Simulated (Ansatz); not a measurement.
Take SiO$_{2}$ (space group P4_12_12, No. 92) as the base.

```
SiO2
1.0
    5.08278     0.00000     0.00000
    0.00000     5.08278     0.00000
    0.00000     0.00000     7.09805
Si O
4 8
Direct
  0.29405   0.29405   0.00000
  0.79405   0.20595   0.75000
  0.20595   0.79405   0.25000
  0.70595   0.70595   0.50000
  0.24110   0.09387   0.17444
  0.74110   0.40613   0.57556
  0.25890   0.59387   0.07556
  0.75890   0.90613   0.67444
  0.90613   0.75890   0.32556
  0.40613   0.74110   0.42444
  0.59387   0.25890   0.92444
  0.09387   0.24110   0.82556
```

Cartesian axes are those of the cell as printed.

Level of theory: PBE (Ansatz, a quantum-chemistry and plane-wave program; PAW; 420 eV plane waves; scalar-relativistic without spin-orbit coupling), earlier PAW set.

Base values:

The pressure is 0.00 GPa and the band gap is 5.52 eV.

One thing is altered: biaxial strain +0.32 %, plane normal [001], relaxed out of plane (Cartesian); in-plane vectors clamped, the third vector and the atoms free.

**Question.** Estimate the effect on the pressure.

**Answer.** The pressure (mean of the normal stresses, compression positive) goes from zero to -0.12 GPa.

**Question.** What does the calculation give for the out-of-plane strain after the change?

**Answer.** The out-of-plane strain amounts to +0.09 %.

**Question.** Estimate the effect on the band gap.

**Answer.** The band gap drops by 0.015 eV to 5.50 eV.

Whether these cells are dynamically stable was not tested.
